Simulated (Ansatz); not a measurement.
The starting structures come from a database of crystals and need not be the phases stable at ambient conditions.

Given:

```yaml
crystal:
  lattice:
    - [5.61033, 0.00000, 0.00000]
    - [0.00000, 7.70887, 0.00000]
    - [2.80517, 0.00000, 9.39284]
  atoms:
    - { symbol: K, position: [0.20002, 0.75000, 0.62994] }
    - { symbol: K, position: [0.82996, 0.25000, 0.37006] }
    - { symbol: V, position: [0.14222, 0.75000, 0.21578] }
    - { symbol: V, position: [0.35800, 0.25000, 0.78422] }
    - { symbol: Cu, position: [0.26574, 0.50000, 0.00000] }
    - { symbol: Cu, position: [0.26574, 0.00000, 0.00000] }
    - { symbol: Cu, position: [0.85795, 0.25000, 0.78294] }
    - { symbol: Cu, position: [0.64089, 0.75000, 0.21706] }
    - { symbol: Se, position: [0.59780, 0.00103, 0.78004] }
    - { symbol: Se, position: [0.37784, 0.99897, 0.21996] }
    - { symbol: Se, position: [0.59780, 0.49897, 0.78004] }
    - { symbol: Se, position: [0.37784, 0.50103, 0.21996] }
    - { symbol: Se, position: [0.00083, 0.75000, 0.00924] }
    - { symbol: Se, position: [0.01007, 0.25000, 0.99076] }
    - { symbol: Se, position: [0.22595, 0.25000, 0.58206] }
    - { symbol: Se, position: [0.80801, 0.75000, 0.41794] }
```

Space group of this cell: Ama2. The cell is taken as given; by PBEsol its mean pressure is -2.7 GPa.

Transport runs along the normal of the first two printed cell vectors.

No gap correction and no spin-orbit coupling; mid-gap values are interpolated between computed energies.

Q: Estimate the band gap and the smallest decay constant κ at mid-gap that PBEsol (Ansatz, a quantum-chemistry and plane-wave program) returns for this system.

A: Gap 0.80 eV on a 6×4×6 mesh; κ = 0.300 1/Å, at the zone centre.
